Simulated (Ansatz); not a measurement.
Au: response to strain

The parent structure is Au in the fcc (Cu type) structure (space group Fm-3m, No. 225; a = 4.048 Å; relaxed with 0.1 eV smearing). Axes: x, y, z lie along the cube axes.

Strains are applied to the cell and any free atomic positions relax.

Method: Ansatz (a quantum-chemistry and plane-wave program) LDA, spin-orbit coupling left out.

Notes on the quantities. energy relative to the base: free energy F.

```tsv
uniaxial strain ε_zz (%)	energy relative to the base (meV/atom)
-3	10.7
-2.5	7.3
-2	4.7
-1.5	2.6
-1	?
-0.5	0.3
0	0.0
```

Fit ΔE = Aε² + Bε³ (ε in %) to the rows shown and predict the withheld row.

Least squares on the printed values gives A = 1.12 and B = -0.021 meV/atom (largest residual 0.1 meV/atom); this predicts 1.1 meV/atom, and the run gives 1.1 meV/atom, in agreement.

Whether these cells are dynamically stable was not tested.
